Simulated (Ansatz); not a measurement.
Pressure series in Zn3InGaO6

Base system: Zn₃InGaO₆ (space group R3m, No. 160; a = 3.290 Å, c = 41.372 Å (hexagonal axes); a cell from a computed database, its experimental status unchecked).

Cell and atoms are relaxed at each pressure.

Calculations: PBEsol, PAW, 420 eV (Ansatz, a quantum-chemistry and plane-wave program; spin-orbit coupling left out).

Notes on the quantities. enthalpy: H = E + PV relative to the base's energy.

```
variant           band gap     density       enthalpy
----------------  --------  ----------  -------------
base               1.00 eV  6.13 g/cm³              –
pressure −1 GPa    0.98 eV  6.09 g/cm³  -0.07 eV/atom
pressure 0.3 GPa   1.01 eV  6.14 g/cm³  +0.02 eV/atom
pressure 0.7 GPa   1.01 eV  6.15 g/cm³  +0.05 eV/atom
pressure 1.5 GPa   1.03 eV  6.18 g/cm³  +0.11 eV/atom
pressure 3 GPa     1.05 eV  6.24 g/cm³  +0.22 eV/atom
pressure 5 GPa     1.08 eV  6.31 g/cm³  +0.36 eV/atom
pressure 7.5 GPa         …           …  +0.54 eV/atom
pressure 10 GPa    1.15 eV  6.47 g/cm³  +0.71 eV/atom
```

Problem. Complete the table.

Solution. 
- pressure 7.5 GPa, band gap: 1.12 eV
- pressure 7.5 GPa, density: 6.39 g/cm³

Load acts through the strain it causes; cell and atoms are relaxed under it. No phonon test of stability was made. No other phases were tried under pressure.
